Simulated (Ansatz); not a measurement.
## What uniaxial strain ε_zz = +1.80 % does to BN

The parent structure is BN in the wurtzite structure (space group P6_3mc, No. 186; a = 2.523 Å, c = 4.175 Å). Axes: x lies along a and z along c of the hexagonal cell.

Now apply this change: the cell is stretched by 1.80 % along z with no lateral relaxation, atoms relaxed at fixed cell.

Level of theory: LDA (Ansatz, an electronic-structure program), no spin-orbit coupling. Settings: 15×15×8 k-points, 0.05 eV Fermi–Dirac smearing.

```json
[
 {"quantity": "volume per atom", "base": "5.76 Å³", "changed": "5.86 Å³", "shift": "+0.10 Å³"},
 {"quantity": "space group", "base": "P6_3mc (No. 186)", "changed": "P6_3mc (No. 186)", "shift": "–"},
 {"quantity": "energy relative to the base (free energy F)", "base": "0 meV/atom", "changed": "+6.1 meV/atom", "shift": "+6.1 meV/atom"},
 {"quantity": "pressure (mean of the normal stresses, compression positive)", "base": "0.00 GPa", "changed": "-6.85 GPa", "shift": "-6.843 GPa"},
 {"quantity": "band gap", "base": "4.93 eV", "changed": "4.90 eV", "shift": "-0.03 eV"},
 {"quantity": "gap character", "base": "indirect, Γ → K", "changed": "indirect, Γ → K", "shift": "–"},
 {"quantity": "smallest direct gap", "base": "8.29 eV", "changed": "7.96 eV", "shift": "-0.33 eV"},
 {"quantity": "width of the top valence band", "base": "5.56 eV", "changed": "5.42 eV", "shift": "-0.14 eV"},
 {"quantity": "electron mass", "base": "0.30 mₑ along c, 0.50 mₑ across (at K)", "changed": "0.31 mₑ along z, 0.49 mₑ across (at K)", "shift": "–"},
 {"quantity": "valence-band top at Γ (three highest levels, from the VBM)", "base": "0.00, 0.00, -0.29 eV", "changed": "0.00, 0.00, -0.35 eV", "shift": "–"},
 {"quantity": "stress (xx, yy, zz, yz, xz, xy; compression positive)", "base": "–", "changed": "(-1.06, -1.06, -18.42, 0.00, 0.00, 0.00) GPa", "shift": "–"}
]
```

Cost of the whole job for the changed cell (relaxation, final SCF and bands): about 14 core-seconds (a rough figure).

Masses are band curvatures over ±0.01 Å⁻¹ around the edge. Stability against distortions was not tested.
